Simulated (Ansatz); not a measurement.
**MnB (Pnma, No. 62)**

Computed with r²SCAN-D4 (PAW; Ansatz, a first-principles code).

Numerical settings: plane-wave cutoff 500 eV, 8×14×10 k mesh (along the axes of the cell as run), Fermi–Dirac smearing 0.05 eV, spin-polarised start, scalar-relativistic PAW data made under PBE.

Cell (relaxed at this level):

Space group Pnma (No. 62); a = 5.460 Å, b = 2.950 Å, c = 4.094 Å, α = β = γ = 90.00°

```tsv
atom	site	symmetry	x	y	z
Mn	4c	.m.	0.1749	0.2500	0.8775
B	4c	.m.	0.0340	0.2500	0.3835
```

```json
{
  "band_gap": "zero (no gap)"
}
```

Note: the magnetic order was assumed, not searched for or taken from measurement.

The computed numbers hold no vibrational or temperature effects.
